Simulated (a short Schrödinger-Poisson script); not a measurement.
## Symmetric double-gate stack, HfO2 on p-type Si(110)

System: symmetric double-gate stack, HfO2 on p-type Si(110), at 300 K.

| layer | material | thickness (nm) | Na (cm⁻³) |
|---|---|---|---|
| 1 | HfO2 | 8.7 | - |
| 2 | Si | 7 | 3e15 |
| 3 | HfO2 | 8.7 | - |

Constants are typed, rounded textbook-type inputs, not results; the design itself was drawn at random and stands for no fabricated device. HfO2: permittivity 22, conduction-band edge (eV) 1.55, gap (eV) 5.7, electron mass (mₑ) 0.2. Si: permittivity 11.7, conduction-band edge (eV) 0, gap (eV) 1.124, Nv at 300 K (cm⁻³) 3.1e19.

Channel valleys (confinement mass, in-plane density-of-states mass, number): Δ4 0.315, 0.324, 4; Δ2 0.19, 0.417, 2. At the gates, both at one voltage, the conduction-band edge of layer 1 lies 1.86 eV − eVg above the Fermi level of the channel. Gaps are held at their typed values at every temperature. Mesh 0.03 nm at interfaces.

From a short Schrödinger-Poisson script (our own, NumPy): 1D Poisson equation in equilibrium, electrons quantum, Hartree (BenDaniel-Duke, 12 states a valley, the channel's in-plane mass for all, wave functions ending at the dielectric), parabolic valleys, classical holes, full ionisation, no traps, pinning or gate leakage.

| Vg (V) | electrons (cm⁻²) | C (μF/cm²) | Δ4 E0 (meV) | Δ4 E1 (meV) | Δ2 E0 (meV) | Δ2 E1 (meV) |
|---|---|---|---|---|---|---|
| 0 | 4.74e7 | < 0.003 | 334.5 | 407.5 | 350.5 | 471.6 |
| 0.1 | 2.26e9 | 0.0142 | 234.6 | 307.6 | 250.6 | 371.7 |
| 0.2 | 9.06e10 | 0.482 | 139.1 | 211.9 | 155.2 | 276.0 |
| 0.3 | 8.85e11 | 1.99 | 79.9 | 150.1 | 95.9 | 214.2 |
| 0.4 | 2.34e12 | 2.58 | 54.2 | 119.8 | 70.3 | 184.0 |
| 0.5 | 4.04e12 | 2.82 | 39.5 | 100.2 | 55.9 | 164.6 |
| 0.6 | 5.85e12 | 2.96 | 29.3 | 85.3 | 46.1 | 150.0 |
| 0.7 | 7.73e12 | 3.06 | 21.5 | 73.1 | 38.8 | 138.1 |
| 0.8 | 9.67e12 | 3.14 | 15.1 | 62.7 | 33.1 | 128.2 |
| 0.9 | 1.16e13 | 3.21 | 9.8 | 53.6 | 28.5 | 119.6 |
| 1 | 1.37e13 | 3.26 | 5.1 | 45.6 | 24.7 | 112.2 |

Subbands count from the Fermi level. The capacitance is that of both gates.
